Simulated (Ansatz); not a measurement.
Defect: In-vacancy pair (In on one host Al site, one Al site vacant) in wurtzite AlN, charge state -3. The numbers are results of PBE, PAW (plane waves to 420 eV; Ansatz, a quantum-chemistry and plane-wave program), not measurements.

Cell of 72 host sites held at the relaxed PBE lattice; the Γ point alone; Fermi-Dirac width 0.01 eV, spin-restricted; finite-size errors left in. No zero-point or tunnelling terms. The charge state is imposed; whether it is stable for some Fermi level was not computed. Forms of the defect that were not tried may lie lower.

Barriers: single points on a 2×2×2 k-point mesh shifted by half a step along c at the bands' geometries (they differ from the bands' own by up to 0.19 eV, and are uncertain by about as much).

Relaxed starting cell (atoms counted from 1):

```
CELL_PARAMETERS angstrom
      9.39076     0.00000     0.00000
     -4.69538     8.13264     0.00000
      0.00000     0.00000    10.03632
ATOMIC_POSITIONS crystal
  In 0.21286 0.12044 0.26763
  Al 0.22238 0.11094 0.74377
  Al 0.21926 0.44716 0.24784
  Al 0.22286 0.44486 0.74843
  Al 0.21988 0.77589 0.25214
  Al 0.22231 0.77560 0.74926
  Al 0.55744 0.11347 0.25217
  Al 0.55774 0.11104 0.74922
  Al 0.55735 0.44655 0.24962
  Al 0.55595 0.44551 0.74935
  Al 0.55581 0.77749 0.25285
  Al 0.55606 0.77726 0.74643
  Al 0.88617 0.11405 0.24785
  Al 0.88848 0.11047 0.74843
  Al 0.88843 0.44489 0.24907
  Al 0.88976 0.44356 0.74690
  Al 0.88676 0.77596 0.24960
  Al 0.88782 0.77737 0.74937
  Al 0.10952 0.22381 0.97189
  Al 0.11392 0.55121 0.49551
  Al 0.11165 0.55746 0.99956
  Al 0.11101 0.88714 0.50551
  Al 0.11141 0.88839 0.99858
  Al 0.44617 0.22233 0.50554
  Al 0.44495 0.22192 0.99855
  Al 0.43834 0.55166 0.49565
  Al 0.44516 0.55759 0.99955
  Al 0.44441 0.88892 0.49697
  Al 0.44450 0.88885 0.99990
  Al 0.78212 0.21940 0.49549
  Al 0.77585 0.22166 0.99958
  Al 0.77795 0.55538 0.49864
  Al 0.77751 0.55581 0.99935
  Al 0.78167 0.89497 0.49565
  Al 0.77572 0.88817 0.99956
  N  0.23071 0.10261 0.47166
  N  0.22654 0.10678 0.94202
  N  0.23364 0.46630 0.42874
  N  0.22846 0.45736 0.94034
  N  0.21999 0.77655 0.44216
  N  0.22359 0.77817 0.93967
  N  0.55678 0.11336 0.44219
  N  0.55516 0.10974 0.93964
  N  0.55673 0.44426 0.44084
  N  0.55632 0.44625 0.93951
  N  0.55677 0.77657 0.44267
  N  0.55507 0.77826 0.93851
  N  0.86704 0.09967 0.42876
  N  0.87595 0.10486 0.94035
  N  0.88850 0.44483 0.43999
  N  0.88852 0.44480 0.93861
  N  0.88911 0.77663 0.44084
  N  0.88710 0.77702 0.93952
  N  0.09791 0.23541 0.17000
  N  0.11076 0.22257 0.74212
  N  0.10812 0.55866 0.18791
  N  0.11098 0.55508 0.68881
  N  0.10155 0.87261 0.18589
  N  0.10853 0.88286 0.69622
  N  0.46072 0.23178 0.18589
  N  0.45044 0.22480 0.69624
  N  0.44713 0.55710 0.18849
  N  0.44540 0.55541 0.68891
  N  0.44410 0.88925 0.19215
  N  0.44458 0.88876 0.68976
  N  0.77466 0.22519 0.18792
  N  0.77828 0.22235 0.68879
  N  0.77732 0.55601 0.18988
  N  0.77805 0.55528 0.69026
  N  0.77620 0.88619 0.18850
  N  0.77792 0.88792 0.68892
```
Cell charge -3.

End state 1 differs by these moves (Å; atoms that move under 0.08 Å are left out):

```csv
atom,element,Δx,Δy,Δz
1,In,-1.39,0.80,2.15
5,Al,-0.04,0.05,-0.05
7,Al,-0.07,0.01,-0.05
19,Al,0.04,-0.03,0.33
36,N,0.09,-0.05,0.03
37,N,-0.05,0.03,-0.06
39,N,0.01,-0.08,0.01
54,N,0.00,0.00,0.16
55,N,-0.01,0.00,-0.37
```

Problem. What is the computed forward and backward barriers to end state 1 (PBE, PAW)?

Solution. forward 1.14 eV, backward 0.80 eV; at the saddle point atom 1 has neighbours N at 1.99, N at 2.10, 2 N at 2.49 Å. The saddle point's order was not checked, and it lies on a symmetry element of the cell, where a band can be held.

End state 2 differs by these moves (Å; atoms that move under 0.08 Å are left out):

```
atom  element     Δx     Δy     Δz
----  -------  -----  -----  -----
1          In   0.13  -0.06  -0.14
19         Al  -0.01   0.00   0.23
26         Al  -1.55  -2.62   0.08
27         Al   0.00  -0.01  -0.14
34         Al  -0.05  -0.08   0.01
36          N  -0.12   0.06  -0.06
38          N  -0.16  -0.28   0.04
39          N  -0.05  -0.12   0.00
44          N   0.14  -0.10  -0.08
46          N  -0.02   0.20  -0.11
48          N   0.17   0.09   0.15
49          N   0.07   0.04  -0.02
54          N   0.03  -0.04   0.11
55          N  -0.01   0.00  -0.47
63          N  -0.01   0.01   0.39
```

Problem. Predict the forward and backward barriers to end state 2 from PBE, PAW.

Solution. forward 2.17 eV, backward 2.01 eV; at the saddle point atom 26 has neighbours N at 1.77, N at 2.04, N at 2.18, N at 2.28 Å. The saddle point's order was not checked.

End state 3 differs by these moves (Å; atoms that move under 0.08 Å are left out):

```json
[
 {"atom": "1", "element": "In", "Δx": "0.13", "Δy": "-0.07", "Δz": "-0.09"},
 {"atom": "19", "element": "Al", "Δx": "0.01", "Δy": "-0.01", "Δz": "0.23"},
 {"atom": "20", "element": "Al", "Δx": "-0.09", "Δy": "0.00", "Δz": "0.01"},
 {"atom": "30", "element": "Al", "Δx": "3.00", "Δy": "0.02", "Δz": "0.08"},
 {"atom": "31", "element": "Al", "Δx": "0.01", "Δy": "0.00", "Δz": "-0.13"},
 {"atom": "36", "element": "N", "Δx": "-0.12", "Δy": "0.09", "Δz": "-0.01"},
 {"atom": "38", "element": "N", "Δx": "0.00", "Δy": "-0.18", "Δz": "0.12"},
 {"atom": "39", "element": "N", "Δx": "0.00", "Δy": "-0.08", "Δz": "-0.02"},
 {"atom": "42", "element": "N", "Δx": "-0.19", "Δy": "-0.11", "Δz": "-0.12"},
 {"atom": "48", "element": "N", "Δx": "0.34", "Δy": "0.00", "Δz": "0.02"},
 {"atom": "49", "element": "N", "Δx": "0.13", "Δy": "0.01", "Δz": "0.01"},
 {"atom": "50", "element": "N", "Δx": "0.00", "Δy": "0.17", "Δz": "-0.08"},
 {"atom": "54", "element": "N", "Δx": "0.05", "Δy": "-0.01", "Δz": "0.11"},
 {"atom": "55", "element": "N", "Δx": "-0.01", "Δy": "0.01", "Δz": "-0.47"},
 {"atom": "67", "element": "N", "Δx": "-0.01", "Δy": "0.00", "Δz": "0.38"}
]
```

Problem. What is the computed forward and backward barriers to end state 3 (PBE, PAW)?

Solution. forward 2.18 eV, backward 2.15 eV; at the saddle point atom 30 has neighbours N at 1.78, N at 2.13, N at 2.20, N at 2.24, N at 2.26 Å. The saddle point's order was not checked.
